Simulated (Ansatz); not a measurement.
Band structure of Rb2Te (Pnma, 12 atoms in the cell).

```xyz
12
Lattice="9.0158 0.0000 0.0000 0.0000 5.4965 0.0000 0.0000 0.0000 10.9905" Properties=species:S:1:pos:R:3 pbc="T T T"
Rb     4.2359     4.1224     3.5844
Rb     4.7799     1.3741     7.4061
Rb     0.2720     1.3741     9.0797
Rb     8.7438     4.1224     1.9108
Rb     3.1791     4.1224    10.2085
Rb     5.8368     1.3741     0.7820
Rb     1.3288     1.3741     4.7133
Rb     7.6870     4.1224     6.2772
Te     2.2683     4.1224     6.7850
Te     6.7475     1.3741     4.2055
Te     2.2396     1.3741     1.2897
Te     6.7762     4.1224     9.7008
```

Method of the run: PBEsol, default PAW files made with PBE (plane waves; Ansatz, a program for electronic structure).

Settings: basis.ecutwfc = 30.9 Ry; kpoints.mp_grid.grid = 3 4 2; hamiltonian.xc = pbesol; hamiltonian.pseudopotentials = {kind: paw} (the program's default PAW files); scf.occupations.method = fixed; kpoints.band_path.npoints = 10.

The starting cell comes from a database of computed structures (which also holds hypothetical and non-ambient phases and stackings), without a prior relaxation at this level. Its lattice was rescaled by a random factor within 2.5 % of one. Spin-orbit coupling is off.

Problem. Predict the gap along the standard path and the places of the band edges.

Solution. The gap along the path is 1.69 eV, direct at Γ to within 0.01 eV.

Levels in eV from the top of the valence band on the path, bands 65 to 72:
```tsv
point	65	66	67	68	69	70	71	72
Γ	-0.18	-0.18	-0.08	0.00	1.69	2.96	3.32	3.60
X	-0.22	-0.22	-0.17	-0.17	3.26	3.26	3.49	3.49
S	-0.21	-0.21	-0.21	-0.21	3.41	3.41	3.41	3.41
Y	-0.13	-0.13	-0.07	-0.07	2.78	2.78	3.28	3.28
Z	-0.10	-0.10	-0.08	-0.08	2.65	2.65	3.39	3.39
U	-0.25	-0.25	-0.18	-0.18	3.23	3.23	3.28	3.28
R	-0.21	-0.21	-0.21	-0.21	3.32	3.32	3.32	3.32
T	-0.14	-0.14	-0.11	-0.11	3.23	3.23	3.24	3.24
```

Keys are those of Ansatz 0.2.
